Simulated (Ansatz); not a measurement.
Base system: GaAs in the zinc blende structure (space group F-43m, No. 216; a = 5.7456 Å).

The other end (x = 1) is AlAs in the zinc blende structure (space group F-43m, No. 216): 23.50 Å³/atom, gap 1.50 eV.

The values are results of PBE (Ansatz, an electronic-structure program), spin-orbit coupling left out, not measurements.

Al replaces a fraction x of Ga; each row is one arrangement (x, atoms in the cell, starting space group or random), fully relaxed.

One change was made to it. Results:

| quantity | base | after |
|---|---|---|
| band gap | 0.16 eV | 0.48 eV |
| shortest interatomic distance | 2.488 Å | 2.479 Å |

**Question.** Name the change that was made.
A. x(Al) = 0.333, 6 atoms, P3m1
B. x(Al) = 0.25, 8 atoms, Cm
C. x(Al) = 0.333, 6 atoms, Imm2

**Answer.** B, x(Al) = 0.25, 8 atoms, Cm. For comparison, the band gap in the other runs: x(Al) = 0.333, 6 atoms, Imm2 gives 0.68 eV; x(Al) = 0.333, 6 atoms, P3m1 gives 0.53 eV.

Each cell is one ordered arrangement of few atoms, which overstates ordering effects compared with a random alloy. Stability against distortions was not tested. The zero or small gap of GaAs can change with the level of theory.
